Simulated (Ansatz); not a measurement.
The starting structures come from a database of crystals and need not be the phases stable at ambient conditions.

Consider the following.

```
Ba2BiTaO6
1.0
    6.09728     0.00000     0.00000
   -0.10843     8.66042     0.00000
    2.99442     4.33021     3.07563
Ba Ta Bi O
2 1 1 6
Direct
  0.50238   0.25119   0.00000
  0.49762   0.74881   0.00000
  0.00000   0.50000   0.00000
  0.00000   0.00000   0.00000
  0.05563   0.27449   0.40348
  0.94437   0.72551   0.59652
  0.95246   0.67797   0.10317
  0.04754   0.32203   0.89683
  0.45911   0.78114   0.49335
  0.54089   0.21886   0.50665
```

Space group of this cell: R-3. The cell is taken as given; by r2SCAN its mean pressure is -4.0 GPa.

Transport runs along the normal of the first two printed cell vectors, the (110) plane of the conventional cell.

No gap correction and no spin-orbit coupling; mid-gap values are interpolated between computed energies.

Question: Predict the band gap and the smallest decay constant κ at mid-gap from r2SCAN (Ansatz, an electronic-structure program).

Answer: Gap 2.95 eV on a 10×10×10 mesh; κ = 0.247 1/Å, at (0.500, 0.500) of the in-plane reciprocal vectors. At the zone centre, at the nearest computed energy, the slowest state has κ = 0.31 1/Å.
